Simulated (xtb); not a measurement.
xtb 6.7.1, GFN2-xTB: W(NH)(OH)3(NMe2) (C[N](C)[W](=[NH])([OH])([OH])[OH]), 18 atoms. The geometry is a generated start, not checked to be a minimum at this level.

method: GFN2-xTB
--acc: 1 (default)
--etemp (K): 300 (default)
detailed input (--input): none: ANC optimiser, Lindh (1995) Hessian, microcycle=20, maxdispl=1.0, hlow=0.01 (default)
basis functions: 48
valence electrons: 52

```xyz
18

W     -0.6216    -0.7670     0.6655
N     -0.9344    -2.2746    -0.2409
H     -1.2002    -3.1932    -0.6037
O      1.0376    -1.1912     1.6854
H      1.8421    -1.6520     1.4159
O     -2.1477     0.3872     0.1439
H     -2.6937     0.4716    -0.6480
O     -1.3375    -0.5469     2.3816
H     -1.7036    -0.6769     3.2615
N      0.5059     0.3349    -0.5345
C      0.7390     1.5917     0.1674
C      0.9418     0.4192    -1.9176
H      1.8111     1.8552     0.1729
H      0.1954     2.4260    -0.3116
H      0.3958     1.4991     1.2145
H      0.4135     1.2222    -2.4569
H      2.0215     0.6277    -1.9849
H      0.7352    -0.5331    -2.4104
```

Charge 0 and multiplicity 1 are set for this test and not shown to be the ground state.

The structure is relaxed from this start with --opt LEVEL for the levels crude, sloppy, loose, lax, normal, tight, vtight, extreme, once each. Up to the end of the extreme run atoms move by at most 0.73 Å along an axis.

**Question.** Which level is enough to come within 5 meV of the tightest end point?

**Answer.** lax: 32 cycles against 58, ending 0.64 meV above.

```csv
level,cycles,energy above the extreme run (meV),gradient norm (eV/Å)
crude,1,98,0.13
sloppy,1,98,0.13
loose,1,98,0.13
lax,32,0.64,0.048
normal,34,0.35,0.044
tight,37,0.22,0.018
vtight,57,under 0.01,0.0024
extreme,58,—,0.0019
```
